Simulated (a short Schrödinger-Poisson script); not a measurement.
From a short Schrödinger-Poisson script (our own, NumPy): one-band effective-mass equation with BenDaniel-Duke matching, electrons, heavy and light holes apart, hard walls at the outer ends, one valence edge for both holes (no strain splitting), no charge, excitons, band mixing or non-parabolicity; under a field the levels are quasi-bound states of a box, listed while three quarters of their weight lies within 4 nm of the wells.

System: single In0.15Ga0.85N/GaN quantum well.

From the first side: 12 nm GaN; 4 nm In0.15Ga0.85N, built-in field 2100 kV/cm; 12 nm GaN.

The device is made up for the run: typed textbook-type constants, with dimensions and the other settings drawn at random. In0.15Ga0.85N: direct gap (eV) 2.847, conduction-band edge (eV) 0, electron mass (mₑ) 0.1805, heavy-hole mass 1.7, light-hole mass 0.3. GaN: direct gap (eV) 3.43, conduction-band edge (eV) 0.408, electron mass (mₑ) 0.2, heavy-hole mass 1.9, light-hole mass 0.33.

The valence-band edge of each layer lies one gap below its conduction-band edge. The electron's potential energy rises along the stack by the applied field and, inside the well alone, by the built-in field (unscreened; none in the barriers). Mesh 0.03 nm at interfaces.

Problem. Give the shift of e1-hh1 at 105 kV/cm (meV); the e1-hh1 transition at zero applied field (eV); the squared e1-hh1 overlap at zero applied field.

Solution. shift of e1-hh1 at 105 kV/cm (meV): -37.0; e1-hh1 transition at zero applied field (eV): 2.462; squared e1-hh1 overlap at zero applied field: 0.003. Excitons, screening of the built-in field, fields in the barriers and alloy fluctuations are left out, and strain enters only through the typed gaps and offsets, so measured lines lie elsewhere.
